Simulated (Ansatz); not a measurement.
**rock-salt PbS (1 1 1) on zinc-blende GaAs (1 1 1) (film strained to the substrate, started from cuts of the bulks and a machine-learned relaxation; metallic at this level, with no gap by band count; slabs As4Ga4 and Pb4S4, which can lie off the formulas)**

A periodic stack without vacuum, rock-salt PbS (1 1 1) on zinc-blende GaAs (1 1 1) (film strained to the substrate, started from cuts of the bulks and a machine-learned relaxation; metallic at this level, with no gap by band count; slabs As4Ga4 and Pb4S4, which can lie off the formulas): substrate slab As4Ga4, film Pb4S4, surface cells [[-1, 1], [-1, 0]] and [[1, 0], [0, 1]], film strained by -4.4 and -4.4 %, outermost planes Ga/As and S/Pb as cut, which need not be the usual terminations and can put a slab off its formula.

The start was prepared with a machine-learned potential, and the result is one local minimum, with the in-plane cell held and forces under 0.04 eV/Å; the film can end far from its bulk form.

Level of theory: PBE (plane waves to 420 eV, PAW; Ansatz, a first-principles code). Spin–orbit coupling is left out. Its k-point mesh 7×7×1, Fermi–Dirac width 0.05 eV.

```
Quantity                                                                                                         Result
-------------------------------------------------------------------------------  --------------------------------------
interface area                                                                                                  14.3 Å²
period                                                                                                          28.18 Å
heights between the nearest atoms of the two slabs at the two interfaces                                2.27 and 2.31 Å
As–S contacts across the interfaces within 1.22 times the sum of covalent radii                          1, mean 2.27 Å
two interfaces                                                                   unlike, so that offsets are their mean
spin-polarised check at this geometry                                                           falls back to no moment
slope of the mean potential energy in the substrate                                                      -7.8 MV/cm × e
```

```yaml
crystal:
  lattice:
    - [4.06216, -0.00036, 0.07289]
    - [2.03075, 3.51812, 0.07313]
    - [1.52898, 0.88494, 28.22135]
  atoms:
    - { symbol: As, position: [0.40990, 0.11444, 0.07556] }
    - { symbol: As, position: [0.70478, 0.40962, 0.19390] }
    - { symbol: As, position: [0.99814, 0.70274, 0.31206] }
    - { symbol: As, position: [0.29271, 0.99713, 0.42899] }
    - { symbol: Ga, position: [0.08777, 0.79225, 0.04222] }
    - { symbol: Ga, position: [0.38134, 0.08626, 0.16399] }
    - { symbol: Ga, position: [0.67492, 0.37962, 0.28173] }
    - { symbol: Ga, position: [0.96917, 0.67368, 0.39988] }
    - { symbol: Pb, position: [0.91043, 0.61363, 0.57058] }
    - { symbol: Pb, position: [0.20080, 0.90374, 0.69995] }
    - { symbol: Pb, position: [0.49167, 0.19445, 0.82892] }
    - { symbol: Pb, position: [0.78219, 0.48545, 0.96015] }
    - { symbol: S, position: [0.26379, 0.96730, 0.50972] }
    - { symbol: S, position: [0.55551, 0.25866, 0.63648] }
    - { symbol: S, position: [0.84602, 0.54890, 0.76590] }
    - { symbol: S, position: [0.13643, 0.83917, 0.89599] }
```
